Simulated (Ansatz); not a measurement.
Consider ZrSe₂ in the fluorite structure (space group Fm-3m, No. 225; a = 6.508 Å; a hypothetical phase, not in the database extracts checked).

Level of theory: PBEsol (Ansatz, an electronic-structure program, PAW, no spin-orbit coupling), earlier PAW set.

Before the change:

Band gap: zero
Volume per atom: 22.97 Å³

Now apply this change: every Se is replaced by W, then cell and atoms are relaxed.

What happens to the band gap?

The band gap remains zero.

How does this affect the volume per atom?

The volume per atom drops by 2.79 Å³, from 22.97 Å³ to 20.18 Å³.

No phonon test of stability was made. As relaxed here, ZrW2 is a hypothetical phase, not in the database extracts checked. The final runs are not spin-polarised.
